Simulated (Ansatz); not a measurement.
Start from SnO in the litharge type structure (space group P4/nmm, No. 129; a = 3.793 Å, c = 4.764 Å; layered, stacked along the Cartesian z axis). Axes: x, y, z lie along a, b, c of the conventional cell.

All numbers come from plane-wave PAW DFT at the r2SCAN+rVV10 level (Ansatz, an electronic-structure program, 500 eV), spin-orbit coupling left out.

Strains are applied to the cell and any free atomic positions relax.

One change was made to it. Results:

The largest internal atomic displacement amounts to 0.020 Å; the pressure (mean of the normal stresses, compression positive) goes from zero to 0.5 GPa; the energy rises by 1.0 meV/atom.

Q: Which change produced these results?
(A) isotropic strain −5.80 %
(B) uniaxial strain ε_zz = −2.07 %
(C) isotropic strain −0.80 %
(D) isotropic strain +2.51 %

A: B, uniaxial strain ε_zz = −2.07 %. For comparison, the pressure in the other runs: isotropic strain −0.80 % gives 1.3 GPa; isotropic strain +2.51 % gives -3.6 GPa; isotropic strain −5.80 % gives 14.1 GPa.

The mesh was chosen for an insulator and is coarse for the gapless case. Whether these cells are dynamically stable was not tested. All final runs are without spin polarisation.
